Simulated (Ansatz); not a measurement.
Worked example: self-consistent single point of Sc (P6_3/mmc, 2 atoms in the cell) in Ansatz (an electronic-structure program).

Method: PBE (plane waves, PAW; Ansatz).

The change in words: lattice scaled by 0.98. Reference geometry:
```
Sc
1.0
    1.65500    -2.86654     0.00000
    1.65500     2.86654     0.00000
    0.00000     0.00000     5.27000
Sc
2
Direct
  0.33333   0.66667   0.25000
  0.66667   0.33333   0.75000
```

Reference input (self-consistent single point, DFT, PBE, plane waves, default PAW files): kpoints.mp_grid.grid = 11 11 6; hamiltonian.xc = pbe; hamiltonian.pseudopotentials = {kind: paw} (the program's default PAW files); scf.occupations.method = fermi_dirac; scf.occupations.width = 0.1 eV. This run's input differs from it in these lines:

Ansatz 0.2 input:
```diff
@@ -3,8 +3,8 @@
   lattice:
-    - [1.65500000, -2.86654409, 0.00000000]
-    - [1.65500000, 2.86654409, 0.00000000]
-    - [0.00000000, 0.00000000, 5.27000000]
+    - [1.62190000, -2.80921300, 0.00000000]
+    - [1.62190000, 2.80921300, 0.00000000]
+    - [0.00000000, 0.00000000, 5.16460000]
   atoms:
-    - { symbol: Sc, position_ang: [1.65500000, 0.95551472, 1.31750000] }
-    - { symbol: Sc, position_ang: [1.65500000, -0.95551472, 3.95250000] }
+    - { symbol: Sc, position_ang: [1.62190000, 0.93640435, 1.29115000] }
+    - { symbol: Sc, position_ang: [1.62190000, -0.93640435, 3.87345000] }
 kpoints:
```

Log, with long lists cut:

```
SCF iter   1: F=—  HF=-4271.660177 eV  |F-HF|=—  |Δ(HF+E_count)|=         —  Δρ=2.13e-3  dr2=2.13e-3  ethr=1.77e-3  ⟨swp⟩=3.1  Hψ=3913  notcnv=0
all-band conjugate gradients solve this SCF's bands
preconditioner: auto → none
SCF iter   2: F=—  HF=-4271.659438 eV  |F-HF|=—  |Δ(HF+E_count)|=   7.38e-4  Δρ=1.35e-3  dr2=9.46e-4  ethr=9.69e-6  ⟨swp⟩=1.0  Hψ=1472  notcnv=0
SCF iter   3: F=—  HF=-4271.659456 eV  |F-HF|=—  |Δ(HF+E_count)|=   1.75e-5  Δρ=1.48e-4  dr2=8.68e-6  ethr=4.30e-6  ⟨swp⟩=2.0  Hψ=1143  notcnv=0
SCF iter   4: F=—  HF=-4271.659404 eV  |F-HF|=—  |Δ(HF+E_count)|=   5.21e-5  Δρ=3.14e-5  dr2=2.79e-7  ethr=3.94e-8  ⟨swp⟩=2.3  Hψ=1646  notcnv=0
iter 5 did not close the SCF: its close was put off for the readings that it lacked (scf_convergence_deferred on its scf_iter line)
SCF iter   5: F=-4271.659404 eV  HF=-4271.659404 eV  |F-HF|=6.69e-9  |Δ(HF+E_count)|=   6.25e-8  Δρ=6.53e-6  dr2=7.32e-9  ethr=1.27e-9  ⟨swp⟩=2.1  Hψ=1587  notcnv=0
SCF iter   6: F=-4271.659404 eV  HF=-4271.659404 eV  |F-HF|=4.09e-11  |Δ(HF+E_count)|=   7.48e-9  Δρ=9.36e-7  dr2=2.67e-10  ethr=3.33e-11  ⟨swp⟩=1.0  Hψ=2937  notcnv=0
SCF 1 converged in 6 iterations: F = -4271.659404 eV  dr2 = 2.67e-10
Free energy (F): -4271.659404 eV
Internal energy: -4271.536223 eV  (E = F + TS)
E sigma→0 (E₀):  -4271.597813 eV
Entropy (-TS):   -0.123181 eV (-61.591 meV/atom)
Fermi energy:    9.801438 eV
--- Forces (eV/Å), atoms counted from 1 ---
  atom   1  Sc    -0.00000000    -0.00000000     0.00000000
  atom   2  Sc     0.00000000     0.00000000     0.00000000
--- Stress (GPa, compression-positive) ---
        3.469326      -0.000000       0.000000
       -0.000000       3.469326       0.000000
        0.000000       0.000000       1.841159
  P = ⅓ Tr σ = 2.9266 GPa (29.266 kbar)
  The stress holds the Pulay correction. Without it, at fixed plane waves, as pw.x and ABINIT print it: P = 2.9013 GPa
```

The run converged in 6 iterations. Against the reference run the free energy rises by 10.2 meV/atom and the pressure goes from -0.55 to 2.93 GPa.

The starting cell has typed, rounded lattice constants, without a prior relaxation at this level. For this run, on top of that: lattice scaled by 0.98. Ansatz's pressure includes its estimate of the finite-basis (Pulay) stress.
